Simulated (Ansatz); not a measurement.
Band structure of YbCdNi4 (F-43m, 6 atoms in the cell).

```
CELL_PARAMETERS angstrom
     -2.44150     2.44150     3.45282
      2.44150    -2.44150     3.45282
      2.44150     2.44150    -3.45282
ATOMIC_POSITIONS crystal
  Yb 0.25000 0.75000 0.50000
  Cd 0.00000 0.00000 0.00000
  Ni 0.12515 0.37505 0.75010
  Ni 0.62495 0.37505 0.24990
  Ni 0.62495 0.87485 0.24990
  Ni 0.62495 0.37505 0.75010
```

Method: LDA (PW92), PAW files made with PBE (plane waves; Ansatz, an electronic-structure program).

Settings: kpoints.mp_grid.grid = 8 8 8; hamiltonian.xc = lda; hamiltonian.pseudopotentials = {kind: paw} (the program's default PAW files); scf.occupations.method = gaussian; scf.occupations.width = 0.0073 Ry; kpoints.band_path.npoints = 8.

The starting cell comes from a database of computed structures (which also holds hypothetical and non-ambient phases and stackings), without a prior relaxation at this level. Spin-orbit coupling is off. Spin polarisation is off.

Levels in eV from the Fermi level, bands 56 to 63:
| point | 56 | 57 | 58 | 59 | 60 | 61 | 62 | 63 |
|---|---|---|---|---|---|---|---|---|
| Γ | 0.27 | 0.27 | 0.46 | 0.46 | 0.46 | 0.88 | 2.16 | 2.16 |
| X | -0.25 | -0.20 | -0.20 | -0.03 | 1.46 | 1.46 | 1.58 | 4.07 |
| W | -0.21 | -0.20 | -0.19 | -0.05 | 0.10 | 2.21 | 3.52 | 3.69 |
| K | -0.22 | -0.20 | -0.19 | -0.09 | 0.70 | 1.47 | 3.42 | 3.98 |
| L | -0.21 | -0.18 | 0.27 | 1.08 | 1.28 | 1.28 | 3.33 | 3.33 |
| U | -0.22 | -0.20 | -0.19 | -0.09 | 0.70 | 1.47 | 3.42 | 3.98 |

Bands cross the Fermi level along this path, so the cell is metallic at this level.

Keys are those of Ansatz 0.2.
